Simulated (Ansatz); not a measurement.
Take NaCl in the rock salt structure (space group Fm-3m, No. 225) as the base.

```yaml
crystal:
  lattice:
    - [0.00000, 2.80073, 2.80073]
    - [2.80073, 0.00000, 2.80073]
    - [2.80073, 2.80073, 0.00000]
  atoms:
    - { symbol: Na, position: [0.00000, 0.00000, 0.00000] }
    - { symbol: Cl, position: [0.50000, 0.50000, 0.50000] }
```

Cartesian axes are those of the cell as printed.

The values are results of PBEsol in Ansatz (plane waves to 420 eV, PAW, without spin-orbit coupling), not measurements.

Base values:

* **Pressure**: 0.1 kbar
* **Band gap**: 5.01 eV
* **Gap character**: direct at Γ

Perturbation: uniaxial strain ε_zz = +2.00 %, all other strain components held at zero, atoms relaxed at fixed cell.

Q: Estimate the effect on the pressure.

A: The pressure (mean of the normal stresses, compression positive) drops by 4.65 kbar (0.1 kbar → -4.6 kbar).

Q: What does the calculation give for the band gap after the change?

A: The band gap drops by 0.08 eV (5.01 eV → 4.93 eV).

Q: What happens to the gap character?

A: The gap character is still direct at Γ.

Stability against distortions was not tested. k-point labels follow each cell's own Brillouin zone.

Ansatz is a program for electronic structure.
